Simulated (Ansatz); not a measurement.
System: Ta2O5 (I4/mmm, No. 139, 7 atoms in the cell; start mp-1218001). Method: HSE06+SOC in Ansatz (PAW).

Numerical settings: plane-wave cutoff 460 eV, 6×6×6 k mesh, Fermi–Dirac smearing 0.01 eV, PAW data made under PBE.

Cell (relaxed with PBEsol):

```yaml
crystal:
  lattice:
    - [-2.62040, 2.62040, 4.79152]
    - [2.62040, -2.62040, 4.79152]
    - [2.62040, 2.62040, -4.79152]
  atoms:
    - { symbol: Ta, position: [0.19664, 0.19664, 0.00000] }
    - { symbol: Ta, position: [0.80336, 0.80336, 0.00000] }
    - { symbol: O, position: [0.00000, 0.00000, 0.00000] }
    - { symbol: O, position: [0.50000, 0.00000, 0.00000] }
    - { symbol: O, position: [0.00000, 0.00000, 0.50000] }
    - { symbol: O, position: [0.00000, 0.50000, 0.00000] }
    - { symbol: O, position: [0.50000, 0.50000, 0.50000] }
```

Task: Predict the band gap.

Result: 
- band gap: 3.06 eV (on the SCF k mesh) (direct)

Note: cell and atoms aren't relaxed at this level (largest force component 0.18 eV/Å, pressure -1.1 GPa).

The computed numbers hold no vibrational or temperature effects.

A start named mp-… is a Materials Project structure, which need not be a measured phase.

Ansatz is an electronic-structure program.
